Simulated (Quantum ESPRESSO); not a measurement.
Troubleshooting Quantum ESPRESSO: a failed run on Rb (I4/mmm, 1 atom in the cell). The aim is a self-consistent single point with DFT, LDA (PZ), plane waves, GBRV 1.5 ultrasoft (LDA) pseudopotentials.

Cell that was meant: a = 5.1690 Å, b = 5.1690 Å, c = 5.1690 Å, α = 121.28°, β = 121.28°, γ = 87.79°.

Part of the input:

```fortran
   conv_thr = 1.0d-9
/
ATOMIC_SPECIES
Rb    85.4678  rb_lda_v1.uspp.F
CELL_PARAMETERS bohr
  -4.7888116642     4.7888116642     7.0389463553
   4.7888116642    -4.7888116642     7.0389463553
```

Log, with long lists cut:

```
 %%%%%%%%%%%%%%%%%%%%%%%%%%%%%%%%%%%%%%%%%%%%%%%%%%%%%%%%%%%%%%%%%%%%%%%%%%%%%%
     Error in routine readpp (1):
     file ./rb_lda_v1.uspp.F not found
 %%%%%%%%%%%%%%%%%%%%%%%%%%%%%%%%%%%%%%%%%%%%%%%%%%%%%%%%%%%%%%%%%%%%%%%%%%%%%%

     stopping ...
```

Read the log: what does the program object to, and what is the fix?

The fault is a potential or basis that cannot be found. The input names a file or set that is not where the program looks, or that does not exist under that name. To fix it, correct the name or place the file. The program stopped before any SCF iteration.

The sound input it was made from differs as follows (other fixes are possible):
```diff
-Rb    85.4678  rb_lda_v1.uspp.F
+Rb    85.4678  rb_lda_v1.uspp.F.UPF
```

With that input, the run converged in 7 iterations: free energy E − TS -724.6445 eV; Fermi level (on the code's own zero) 1.50 eV; pressure -0.50 GPa (DFT, LDA (PZ), plane waves, GBRV 1.5 ultrasoft (LDA) pseudopotentials).

On the sound input: the starting cell comes from a database of computed structures (which also holds hypothetical and non-ambient phases and stackings), without a prior relaxation at this level.
